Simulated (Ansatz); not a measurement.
Start from SnSe2 in the 2H-MoS2 type structure (space group P6_3/mmc, No. 194; a hypothetical phase, not in the database extracts checked; layered, stacked along the Cartesian z axis).

```
SnSe2
1.0
    3.83321     0.00000     0.00000
   -1.91661     3.31966     0.00000
    0.00000     0.00000    11.50508
Sn Se
2 4
Direct
  0.33333   0.66667   0.25000
  0.66667   0.33333   0.75000
  0.33333   0.66667   0.59894
  0.66667   0.33333   0.09894
  0.66667   0.33333   0.40106
  0.33333   0.66667   0.90106
```

The values are results of Kohn–Sham DFT with the PBE-D3(BJ) functional, run in Ansatz (an electronic-structure program) with PAW and 420 eV plane waves, scalar-relativistic without spin-orbit coupling, earlier PAW set, not measurements.

For the base:

| Quantity | Result |
|---|---|
| In-plane lattice parameter a | 3.833 Å |
| Shortest interatomic distance | 2.814 Å |

It is then changed as follows: a free-standing slab of 3 layers (9 atoms, 3 a layer) is cut normal to the stacking axis, with 15 Å of vacuum and the in-plane cell relaxed.

What happens to the in-plane lattice parameter a?

The in-plane lattice parameter a drops by 0.0227 Å, from 3.833 Å to 3.811 Å.

Predict the new excess energy per area of both faces.

The excess energy per area of both faces (slab less bulk energy over the cell's area: twice a surface energy) amounts to 0.6 J/m² (uncertain by up to 0.1 J/m²).

What happens to the shortest interatomic distance?

The shortest interatomic distance decreases by 0.044 Å to 2.770 Å.

Predict the new thickness between the outermost nuclei.

The thickness between the outermost nuclei comes out as 14.88 Å.

The excess energy carries the mismatch between the slab's and the bulk's meshes. Whether these cells are dynamically stable was not tested. All final runs are without spin polarisation.
